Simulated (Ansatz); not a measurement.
Here is the system:

A slab with vacuum along the third vector:

```
CELL_PARAMETERS angstrom
      2.73720     0.00000     0.00000
      0.00000     3.87098     0.00000
      0.00000     0.00000    26.00000
ATOMIC_POSITIONS crystal
  Ir 0.50000 0.50000 0.32112
  Ir 0.00000 0.00000 0.36621
  Ir 0.50000 0.50000 0.42204
  Ir 0.00000 0.00000 0.47482
  Ir 0.50000 0.50000 0.52518
  Ir 0.00000 0.00000 0.57796
  Ir 0.50000 0.50000 0.63379
  Ir 0.00000 0.00000 0.67888
```

Model: 8-atom slab, 9.6 Å thick at the start (thin: gaps and levels are the slab's own), 14x10x1 mesh, Fermi-Dirac 0.1 eV, dipole correction, single point; on the structure that PBE left under its start's symmetry; no spin, no spin-orbit, no U.

Question: What surface energy (mean of both faces) does r2SCAN, at the PBE geometry (Ansatz, a program for electronic structure) give?

Answer: 3.11 J/m²

Question: Estimate the work function of the top face that r2SCAN, at the PBE geometry returns for this input.

Answer: 4.84 eV
